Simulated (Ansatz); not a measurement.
**CuCl with two functionals, electrons 2.0×10^21 cm⁻³**

Start from CuCl in the zinc blende structure (space group F-43m, No. 216; a = 5.4241 Å).

(Cell as relaxed with PBE.)

Levels (all Ansatz, a quantum-chemistry and plane-wave program, PAW): PBE (420 eV, spin-orbit coupling left out); PBEsol (420 eV, no SOC).

Each level relaxes its own structure.

```tsv
base	PBE	PBEsol
volume per atom	19.95 Å³	18.50 Å³
lattice parameter a	5.424 Å	5.290 Å
band gap	0.53 eV	0.55 eV
```

One thing is altered: electrons 2.0×10^21 cm⁻³, on a uniform background at fixed cell.

```csv
quantity,PBE,PBEsol
gap character,direct at Γ,direct at Γ
Fermi level relative to the doped band's edge (positive inside the band; to 0.05 eV),+1.30 eV,+1.35 eV
gap between the host's bands,0.47 eV,0.51 eV
shift of the gap caused by the change,-0.05 eV,-0.04 eV
```

PBE's Fermi level from band edge lies 0.05 eV below PBEsol's; PBE's gap between the host's bands lies 0.04 eV below PBEsol's; the two agree on the gap character. Neither level is exact; PBEsol is the comparison here, not a measurement.

Charged cell with a jellium background: band edges are those of the host's band count, energies are not comparable with the neutral cell, and many-body gap narrowing is missing. Stability against distortions was not tested. No Hubbard U is applied. All final runs are without spin polarisation.
